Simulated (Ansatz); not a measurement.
An Ansatz (an electronic-structure program) input (Ansatz, r2SCAN, PAW, cutoff 500 eV, no SOC):

Ansatz 0.2 input:
```yaml
crystal:
  lattice:
    - [0, 2.650297124, 2.650297124]
    - [2.650297124, 0, 2.650297124]
    - [2.650297124, 2.650297124, 0]
  atoms:
    - { symbol: C, position: [0.75, 0.75, 0.75] }
    - { symbol: Pb, position: [0, 0, 0] }
basis: { ecutwfc: 500, ecutrho_ratio: 4, xc_grid: 4, fft_grid_basis: typed }
kpoints: { mp_grid: { grid: [11, 11, 11] } }
hamiltonian:
  xc: r2scan
  dispersion: none
  pseudopotentials: { kind: paw }
scf: { occupations: { method: fermi_dirac, width: 0.05 }, convergence: { dr2_threshold: 0.0000000002 } }
output: { forces: true, stress: true }
checkpoint: { write: state.ck, write_every: 1000 }
```

Problem. Which symmetry and how many k-points will the program report, and about how many plane waves at Γ?

Solution. Space group F-43m (ITA 216) with 24 operations, k-points 56 of 1331, and 941 plane waves at Γ.

Stability against distortions was not tested. All final runs are without spin polarisation. The cell was made from SiC by this change: Si → Pb; the result is a hypothetical phase, not in the database extracts checked.
